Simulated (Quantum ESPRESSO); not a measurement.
A self-consistent single point of YAl₃O₆ (C2/c, 20 atoms in the cell) with Quantum ESPRESSO.

Level of theory: PBEsol, PseudoDojo standard norm-conserving (PBESOL) pseudopotentials (plane waves; Quantum ESPRESSO).

```
YAl3O6
1.0
    5.56225    -4.61169     0.00000
    5.56225     4.61169     0.00000
   -2.91918     0.00000     5.06878
Y Al O
2 6 12
Direct
  0.73885   0.26115   0.75000
  0.26115   0.73885   0.25000
  0.79192   0.64310   0.24508
  0.20808   0.35690   0.75492
  0.35690   0.20808   0.25492
  0.64310   0.79192   0.74508
  0.17325   0.82675   0.75000
  0.82675   0.17325   0.25000
  0.61235   0.72487   0.40402
  0.38765   0.27513   0.59598
  0.27513   0.38765   0.09598
  0.72487   0.61235   0.90402
  0.15617   0.61303   0.80835
  0.84383   0.38697   0.19165
  0.38697   0.84383   0.69165
  0.61303   0.15617   0.30835
  0.21245   0.99321   0.08046
  0.78755   0.00679   0.91954
  0.00679   0.78755   0.41954
  0.99321   0.21245   0.58046
```

Reference input (self-consistent single point, DFT, PBEsol, plane waves, PseudoDojo standard norm-conserving (PBESOL) pseudopotentials): ecutwfc = 85 Ry; occupations = smearing; smearing = fermi-dirac; degauss = 0.000734986 Ry; potentials = {Y: Y.upf, Al: Al.upf, O: O.upf}; K_POINTS = automatic 3 3 4 0 0 0; conv_thr = 1e-09 Ry. This run's input differs from it in these lines:

```diff
@@ -14,2 +14,3 @@
    ecutwfc = 85
+   ecutrho = 170
    occupations = 'smearing'
```

Output, abridged:

```
     Self-consistent Calculation

     iteration #  1     ecut=    85.00 Ry     beta= 0.70

---- Real-time Memory Report at c_bands before calling an iterative solver
           573 MiB given to the printing process from OS
           507 MiB allocation reported by mallinfo(arena+hblkhd)
------------------

     total energy              =    -586.77264560 Ry
     estimated scf accuracy    <       5.80911816 Ry

     iteration #  2     ecut=    85.00 Ry     beta= 0.70

---- Real-time Memory Report at c_bands before calling an iterative solver
           631 MiB given to the printing process from OS
   [... lines left out ...]

---- Real-time Memory Report at c_bands before calling an iterative solver
           667 MiB given to the printing process from OS
           545 MiB allocation reported by mallinfo(arena+hblkhd)
------------------

     total energy              =    -589.31790263 Ry
     estimated scf accuracy    <          8.2E-09 Ry

     iteration # 13     ecut=    85.00 Ry     beta= 0.70

---- Real-time Memory Report at c_bands before calling an iterative solver
           667 MiB given to the printing process from OS
           545 MiB allocation reported by mallinfo(arena+hblkhd)
------------------
     End of self-consistent calculation

     the Fermi energy is     6.8466 ev

!    total energy              =    -589.31790263 Ry
     estimated scf accuracy    <          5.7E-11 Ry
     smearing contrib. (-TS)   =       0.00000000 Ry
     internal energy E=F+TS    =    -589.31790263 Ry

     convergence has been achieved in  13 iterations

     Forces acting on atoms (cartesian axes, Ry/au):

     atom    1 type  1   force =     0.00000000    0.00522020    0.00000000
     atom    2 type  1   force =     0.00000000   -0.00522020    0.00000000
     atom    3 type  2   force =     0.00146129    0.00005958    0.00003118
     atom    4 type  2   force =    -0.00146129   -0.00005958   -0.00003118
     atom    5 type  2   force =    -0.00146129    0.00005958   -0.00003118
   [... lines left out ...]

     Total force =     0.028216     Total SCF correction =     0.000006

          total   stress  (Ry/bohr**3)                   (kbar)     P=       32.83
   0.00023352   0.00000000   0.00000746           34.35        0.00        1.10
  -0.00000000   0.00024205   0.00000000           -0.00       35.61        0.00
   0.00000746   0.00000000   0.00019402            1.10        0.00       28.54

   JOB DONE.
```

The run converged in 13 iterations. Against the reference run the free energy falls by 50.4 meV/atom, the pressure goes from -0.78 to 3.28 GPa, the largest force goes from 0.199 to 0.248 eV/Å and the gap on the mesh goes from 4.120 to 4.213 eV.

The starting cell comes from a database of computed structures (which also holds hypothetical and non-ambient phases and stackings), without a prior relaxation at this level. Its lattice was rescaled by a random factor within 2.5 % of one.

Cost on one core of a shared machine: roughly 8 min.
